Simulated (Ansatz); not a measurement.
**MgO: isotropic strain −1.00 %**

Start from MgO in the rock salt structure (space group Fm-3m, No. 225; a = 4.159 Å).

It is then changed as follows: the cell is scaled by 0.9900 in all directions; the atoms relax in the strained cell.

Calculations: LDA in Ansatz (plane waves to 420 eV, PAW, no spin-orbit coupling). Γ-centred 14×14×14 mesh, Fermi–Dirac width 0.05 eV.

- Volume per atom: 8.73 Å³ (base 8.99 Å³)
- Space group: Fm-3m (No. 225) (base Fm-3m (No. 225))
- Shortest interatomic distance: 3.891 bohr (base 3.930 bohr)
- Energy relative to the base (free energy F): +4.5 meV/atom
- Band gap: 5.35 eV (base 5.03 eV)
- Gap character: direct at Γ (base direct at Γ)
- Mean gap deformation potential ΔEg/Δln V: -10.4 eV
- Width of the top valence band: 1.93 eV (base 1.87 eV)
- Electron mass: 0.37 mₑ (at Γ) (base 0.36 mₑ (at Γ))
- Hole mass (degenerate bands, along [100]): 0.40, 2.0, 2.0 mₑ (at Γ) (base 0.40, 2.0, 2.0 mₑ (at Γ))

Final structure:

```xyz
2
Lattice="0.0000 2.0588 2.0588 2.0588 0.0000 2.0588 2.0588 2.0588 0.0000" Properties=species:S:1:pos:R:3 pbc="T T T"
Mg     0.0000     0.0000     0.0000
O      2.0588     2.0588     2.0588
```

Effective masses come from finite differences of ±0.01 Å⁻¹. Whether these cells are dynamically stable was not tested.

Ansatz is a quantum-chemistry and plane-wave program.
